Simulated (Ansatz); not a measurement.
**HfN, thickness series**

Base system: HfN in the rock salt structure (space group Fm-3m, No. 225).

```
CELL_PARAMETERS angstrom
      0.00000     2.26297     2.26297
      2.26297     0.00000     2.26297
      2.26297     2.26297     0.00000
ATOMIC_POSITIONS crystal
  N  0.00000 0.00000 0.00000
  Hf 0.50000 0.50000 0.50000
```

Cartesian axes are those of the cell as printed.

Free-standing slabs (2 atom(s) a layer) normal to the z axis with 15 Å of vacuum; in-plane cell held at bulk.

All numbers come from Kohn–Sham DFT with the r2SCAN functional, run in Ansatz (an electronic-structure program) with PAW and 500 eV plane waves, no spin-orbit coupling, earlier PAW set.

Candidates:
(a) 3 layers
(b) 6 layers
(c) 5 layers

Before the change:

- Shortest interatomic distance = 2.263 Å

**Question.** Order them by shortest interatomic distance, highest first.

**Answer.** (c) 5 layers (2.168 Å), (a) 3 layers (2.129 Å), (b) 6 layers (2.107 Å)

No phonon test of stability was made. All final runs are without spin polarisation. An odd electron count without spin: HfN.
